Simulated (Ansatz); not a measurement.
Consider BaLiF3 in the cubic perovskite structure (space group Pm-3m, No. 221; a = 3.9585 Å; a cell from a computed database, its experimental status unchecked). Axes: x, y, z lie along the cube axes.

Now apply this change: biaxial strain +2.68 %, plane normal [001], relaxed out of plane (Cartesian); in-plane vectors clamped, the third vector and the atoms free.

Levels (all Ansatz, a quantum-chemistry and plane-wave program, PAW): PBEsol (420 eV, no spin-orbit coupling); r2SCAN (500 eV, no spin-orbit coupling); HSE06 (420 eV, no spin-orbit coupling).

At the geometry relaxed with PBEsol, these levels gave the following band gaps, in shuffled order: (a) 7.11 eV, (b) 6.31 eV, (c) 8.45 eV.

Problem. Match each gap to its level.

Solution. (a) r2SCAN; (b) PBEsol; (c) HSE06.

Single points use the geometry relaxed with PBEsol. Whether these cells are dynamically stable was not tested. Many cubic perovskites are stable only at high temperature; tilts and polar distortions were not tested.
